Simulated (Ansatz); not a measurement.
## Al2O3: band gap against strain

Al2O3 (corundum, R-3c, 8.323 Å³/atom at rest, c along z) under an equal strain ε along all three axes. LDA in Ansatz, a plane-wave DFT program (PAW, default set), 420 eV, 9×9×9 Γ-centred mesh, Fermi-Dirac smearing 0.05 eV; ions are relaxed within the symmetry of each cell. Gaps are the smallest over the k-mesh and a band path, without spin-orbit coupling; in all rows the valence edge lies at Γ and the conduction edge at Γ.

Here s stands for strain and Eg for gap.

```csv
strain (%),gap (eV)
-3.00,?
-2.25,7.312
-1.50,7.012
-0.75,6.719
0.00,6.431
```

The 4 complete rows are fitted with a straight line, Eg against s. Means: s -1.1250, Eg 6.8685. About the means, the sum of products is -1.1010 and the sum of squares of s is 2.8125; the slope is their ratio. Least squares gives Eg = 6.4281 - 0.39147·s. Residuals (row less fit): 0.0031, -0.0033, -0.0027, 0.0029; standard error 0.0043 (degrees of freedom: 2). Over these rows the gap moves by -39 ± 0.3 eV per unit strain, or -13 eV per unit of ln V.

### Question
Estimate the missing Eg (s = -3.00); what did the run itself give?

### Answer
Eg = 6.4281 - 0.39147 × (-3.00) = 7.6025 eV. The calculation gives 7.617 eV, 0.0145 eV above the prediction (1.2 % of the range of Eg in the table). The row lies outside the fitted rows, so this is an extrapolation. From the scatter of the fitted rows alone, a prediction at this place has a standard error of 0.0067 eV, so the miss is 2.2 times that.

One order more, fitted to all 5 runs of the series, follows each within 0.001, so the miss is the next term of a smooth law. Other structures, which can take over under pressure, weren't tried. Rows are the converged runs of the series near zero and its far end; series whose fitted rows scatter by over a few per cent of the range, as at a crossing or softening among them, aren't shown in this form. Most that stay on the fit to the last digits aren't either.
